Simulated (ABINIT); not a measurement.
A self-consistent single point of CoAl (Pm-3m, 2 atoms in the cell) with ABINIT

Computed with PBE, PAW (JTH v2.0 PBE PAW) (plane waves; ABINIT).

Input:

```
# CoAl, JTH v2.0 PBE PAW
pp_dirpath "./"
pseudos "Al.GGA_PBE-JTH.xml, Co.GGA_PBE-JTH.xml"
acell 3*1.0
rprim
         5.4932524306    0.0000000000    0.0000000000
         0.0000000000    5.4932524306    0.0000000000
         0.0000000000    0.0000000000    5.4932524306
natom 2
ntypat 2
znucl 13 27
typat 1 2
xcart
         1.4534520000    1.4534520000    1.4534520000
         0.0000000000    0.0000000000    0.0000000000
      Angstrom
ecut 30
pawecutdg 60
pawxcdev 0
occopt 3
tsmear 0.05 eV
nband 15
kptopt 1
ngkpt 15 15 15
nshiftk 1
shiftk 0 0 0
nstep 80
toldfe 1.0e-09
prtwf 0
prtden 0
prtvol 1
enunit 1
```

Log, with long lists cut:

```
 Symmetries : space group Pm -3 m (#221); Bravais cP (primitive cubic)

 -outvars: echo values of preprocessed input variables --------
            acell      1.0000000000E+00  1.0000000000E+00  1.0000000000E+00 Bohr
             ecut      3.00000000E+01 Hartree
           enunit           1
              ixc     -101130
         kptrlatt       15    0    0      0   15    0      0    0   15
          kptrlen      8.23987865E+01
            natom           2
            nband          15
            ngfft          30      30      30
          ngfftdg          40      40      40
             nkpt         120
            nstep          80
             nsym          48
           ntypat           2
           occopt           3
        pawecutdg      6.00000000E+01 Hartree
         pawxcdev           0
            rprim      5.4932524306E+00  0.0000000000E+00  0.0000000000E+00
                       0.0000000000E+00  5.4932524306E+00  0.0000000000E+00
                       0.0000000000E+00  0.0000000000E+00  5.4932524306E+00
          spgroup         221
           toldfe      1.00000000E-09 Hartree
           tsmear      1.83746627E-03 Hartree
            typat      1  2
           useylm           1
             xred      5.0000000218E-01  5.0000000218E-01  5.0000000218E-01
                       2.1835705466E-09  2.1835705466E-09  2.1835705466E-09
            znucl       13.00000   27.00000

== DATASET  1 ==================================================================

 Real(R)+Recip(G) space primitive vectors, cartesian coordinates (Bohr,Bohr^-1):
 R(1)=  5.4932524  0.0000000  0.0000000  G(1)=  0.1820415  0.0000000  0.0000000
 R(2)=  0.0000000  5.4932524  0.0000000  G(2)=  0.0000000  0.1820415  0.0000000
 R(3)=  0.0000000  0.0000000  5.4932524  G(3)=  0.0000000  0.0000000  0.1820415
 Unit cell volume ucvol=  1.6576341E+02 bohr^3
 Angles (23,13,12)=  9.00000000E+01  9.00000000E+01  9.00000000E+01 degrees

 Coarse grid specifications (used for wave-functions):

 getcut: wavevector=  0.0000  0.0000  0.0000  ngfft=  30  30  30
         ecut(hartree)=     30.000   => boxcut(ratio)=   2.21496

 Fine grid specifications (used for densities):

 getcut: wavevector=  0.0000  0.0000  0.0000  ngfft=  40  40  40
         ecut(hartree)=     60.000   => boxcut(ratio)=   2.08828

   2.29367983E+02                                ecore*ucvol(ha*bohr**3)

 newkpt: prtvol=0 or 1, do not print more k-points.
_setup2: Arith. and geom. avg. npw (full set) are    1300.943    1300.933

--- !BeginCycle
solver: {iscf: 17, nstep: 80, nline: 4, wfoptalg: 10, }
tolerances: {toldfe: 1.00E-09, }
...

     iter   Etot(hartree)      deltaE(h)  residm     nres2
 ETOT  1  -145.69971318268    -1.457E+02 2.734E+01 1.243E+01
 ETOT  2  -148.68070213192    -2.981E+00 3.792E-01 1.430E+02
 ETOT  3  -148.57853188048     1.022E-01 2.820E-01 1.924E+01
 ETOT  4  -148.56697612937     1.156E-02 9.372E-02 1.005E+01
 ETOT  5  -148.55659293737     1.038E-02 2.291E-02 1.248E+00
 ETOT  6  -148.55560496681     9.880E-04 1.051E-02 3.774E-02
 ETOT  7  -148.55569501663    -9.005E-05 5.031E-03 1.400E-02
 ETOT  8  -148.55567706432     1.795E-05 1.977E-03 1.109E-03
 ETOT  9  -148.55567519217     1.872E-06 1.876E-03 5.072E-05
 ETOT 10  -148.55567506127     1.309E-07 7.293E-04 1.736E-06
 ETOT 11  -148.55567506063     6.425E-10 8.610E-04 8.380E-08
 ETOT 12  -148.55567506054     8.956E-11 8.201E-04 1.980E-08

 At SCF step   12, etot is converged :
  for the second time, diff in etot=  8.956E-11 < toldfe=  1.000E-09

 Cartesian components of stress tensor (hartree/bohr^3)
  sigma(1 1)=  3.13160109E-04  sigma(3 2)=  0.00000000E+00
  sigma(2 2)=  3.13160109E-04  sigma(3 1)=  0.00000000E+00
  sigma(3 3)=  3.13160109E-04  sigma(2 1)=  0.00000000E+00

 ----iterations are completed or convergence reached----

 reduced coordinates (array xred) for    2 atoms
       0.500000002184      0.500000002184      0.500000002184
       0.000000002184      0.000000002184      0.000000002184
 cartesian forces (eV/Angstrom) at end:
    1     -0.00000000000000    -0.00000000000000    -0.00000000000000
    2     -0.00000000000000    -0.00000000000000    -0.00000000000000
 frms,max,avg= 0.0000000E+00 0.0000000E+00   0.000E+00  0.000E+00  0.000E+00 e/A
 length scales=  1.000000000000  1.000000000000  1.000000000000 bohr
              =  0.529177208590  0.529177208590  0.529177208590 angstroms
 Fermi (or HOMO) energy (eV) =  12.07744   Average Vxc (eV)= -11.50836
 Eigenvalues (   eV  ) for nkpt= 120  k points:
 kpt#   1, nband= 15, wtk=  0.00030, kpt=  0.0000  0.0000  0.0000 (reduced coord)
 -82.59408  -45.88382  -45.88382  -45.88382    1.36923    9.37045    9.37045   11.31439
  11.31439   11.31439   17.72889   17.72889   17.72889   20.57732   20.57732
 prteigrs : prtvol=0 or 1, do not print more k-points.

--- !EnergyTerms
comment             : Components of total free energy in Hartree
kinetic             :  1.28339683014647E+01
hartree             :  4.97891097505181E+01
xc                  : -4.26577463966369E+00
Ewald energy        : -8.44046518472831E+01
psp_core            :  1.38370696285949E+00
local_psp           : -1.50085453182256E+02
spherical_terms     :  2.61936812911492E+01
internal            : -1.48555413363211E+02
'-kT*entropy'       : -2.91340070297878E-04
total_energy        : -1.48555704703281E+02
total_energy_eV     : -4.04240630527379E+03
...

-Cartesian components of stress tensor (GPa)         [Pressure= -9.2135E+00 GPa]
- sigma(1 1)=  9.21348695E+00  sigma(3 2)=  0.00000000E+00
- sigma(2 2)=  9.21348695E+00  sigma(3 1)=  0.00000000E+00
- sigma(3 3)=  9.21348695E+00  sigma(2 1)=  0.00000000E+00

 Calculation completed.
```

The run converged in 12 iterations.

The starting cell has typed, rounded lattice constants, without a prior relaxation at this level. Its lattice was rescaled by a random factor within 2.5 % of one. Spin polarisation is off. With a pressure of about -9 GPa the cell is away from its equilibrium volume at this level.

Cost on one core of a shared machine: roughly 70 s.
